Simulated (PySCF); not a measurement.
PySCF 2.14.0, TPSSH/def2-tzvp, df: Ge(Cl)2 ([Cl][Ge][Cl]), 3 atoms. The geometry is a generated start, not checked to be a minimum at this level.

```json
{
  "task": "energy",
  "method": "tpssh",
  "basis": "def2-tzvp",
  "two_electron_scheme": "density fitting",
  "mol.max_memory": "3000 MB",
  "mf.max_cycle": "100",
  "mf.init_guess": "minao (default)",
  "mf.DIIS": "CDIIS (default)",
  "mf.diis_space": "8 (default)",
  "mf.conv_tol": "1e-09 (default)",
  "mf.grids.level": "3 (default)",
  "basis_functions": "122",
  "grid_points": "58400"
}
```

```xyz
3

Ge     0.0496    -0.0441     0.9272
Cl     1.0531     1.2761    -0.4606
Cl    -1.1027    -1.2320    -0.4666
```

One run each on 2 threads, 1 BLAS thread. Values of level_shift (Hartree) tried: 0 (default), 0.1, 0.3, 1.

Task: Predict the course of the Fock builds along this series.

Result: Fewest Fock builds, within one of each other: 0 (default) with 12, 0.1 with 12. The count rises to 37 at 1. All converge to one solution.

| level_shift (Hartree) | Fock builds | end |
|---|---|---|
| 0 (default) | 12 | same solution |
| 0.1 | 12 | same solution |
| 0.3 | 18 | same solution |
| 1 | 37 | same solution |
